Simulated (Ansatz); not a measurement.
The parent structure is MoSe₂ in the 2H-MoS2 type structure (space group P6_3/mmc, No. 194; a = 3.2278 Å, c = 12.3469 Å; layered, stacked along the Cartesian z axis). Axes: x lies along a and z along c of the hexagonal cell.

Computed with PBEsol-D3(BJ) (Ansatz, an electronic-structure program), without spin-orbit coupling.

Strains are applied to the cell and any free atomic positions relax.

One change was made to it. Results:

The valence-band top at Γ (three highest levels, from the VBM) goes from 0.00, -0.52, -1.48 eV to 0.00, -0.68, -1.08 eV; the width of the top valence band drops by 0.08 eV, from 1.53 eV to 1.45 eV; the pressure (mean of the normal stresses, compression positive) goes from zero to -58.6 kbar; the hole mass goes from 2.1 mₑ along c, 0.62 mₑ across (at Γ) to 1.8 mₑ along c, 0.64 mₑ across (at Γ).

What was done to the base?
A. isotropic strain +1.34 %
B. uniaxial strain ε_zz = +4.87 %
C. isotropic strain +3.28 %

C, isotropic strain +3.28 %. For comparison, the valence-band top at Γ in the other runs: uniaxial strain ε_zz = +4.87 % gives 0.00, -0.83, -1.23 eV; isotropic strain +1.34 % gives 0.00, -0.60, -1.30 eV.

The levels and masses belong to the bands next to the band gap. Effective masses come from finite differences of ±0.01 Å⁻¹. No phonon test of stability was made.
